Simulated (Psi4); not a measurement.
Psi4 1.11, B3LYP/def2-svp: benzothiadiazole (c1ccc2nsnc2c1), 13 atoms. The geometry is a generated start, not checked to be a minimum at this level.

```json
{
  "task": "energy",
  "method": "b3lyp",
  "basis": "def2-svp",
  "guess": "auto, which took SAD (default)",
  "diis_max_vecs": "10 (default)",
  "scf_initial_accelerator": "adiis (default)",
  "e_convergence": "1e-06 (default)",
  "d_convergence": "1e-06 (default)",
  "dft_radial_points": "75 (default)",
  "dft_spherical_points": "302 (default)",
  "basis_functions": "150",
  "grid_points": "271019"
}
```

Machine: one whole node, AMD EPYC (Zen 5), 96 cores on 1 socket, no SMT, 12 L3 cache groups; 94 cores' worth of CPU time may be used.

Times are wall-clock medians of two to five runs, from launch to exit, with nothing else on the machine. Unless noted, each process is bound to its own block of adjacent cores. The build: conda-forge: OpenMP (LLVM), MKL, Libint2; another build can shift the numbers. Scratch files lie in a memory file system.

All on 32 threads. Base settings, kept where nothing else is said: memory = 64 GB, scf_type = df (default) (screening, ints_tolerance, cholesky_tolerance not set). The candidates, on 32 cores each, agree within 1.0 meV/atom in energy:
A. the base settings
B. scf_type = pk
C. scf_type = direct, screening = csam (default), ints_tolerance = 1e-12 (default)
D. scf_type = direct, screening = none, ints_tolerance = 1e-12
E. scf_type = direct, screening = density, ints_tolerance = 1e-08
F. scf_type = cd, cholesky_tolerance = 1e-06
G. scf_type = disk_df
H. memory = 1 GB

Q: Which choice gives the shortest wall time?

A: H and A and G, at 2.9 s to 3.0 s, level within 8 % or the scatter of repeats. At the other end F takes 3.2× as long.

```json
[
 {"candidate": "H", "wall time": "2.9 s", "repeats": "3 runs within 1 %", "SCF iterations": "12"},
 {"candidate": "A", "wall time": "2.9 s", "repeats": "3 runs within 5 %", "SCF iterations": "12"},
 {"candidate": "G", "wall time": "3.0 s", "repeats": "3 runs within 4 %", "SCF iterations": "12"},
 {"candidate": "E", "wall time": "3.3 s", "repeats": "3 runs within 1 %", "SCF iterations": "—"},
 {"candidate": "C", "wall time": "3.3 s", "repeats": "3 runs within 3 %", "SCF iterations": "—"},
 {"candidate": "D", "wall time": "3.3 s", "repeats": "3 runs within 1 %", "SCF iterations": "—"},
 {"candidate": "B", "wall time": "5.1 s", "repeats": "2 runs within 1 %", "SCF iterations": "12"},
 {"candidate": "F", "wall time": "9.3 s", "repeats": "2 runs within 3 %", "SCF iterations": "12"}
]
```

From the slowest to the fastest: The largest move is in set-up of the integrals (fitting, PK, Cholesky): 6.5 s to 0.29 s. What the program resolved moves too: JK builder from CDJK to MemDFJK. Launch, exit and the like take 0.93 s of the 2.9 s.
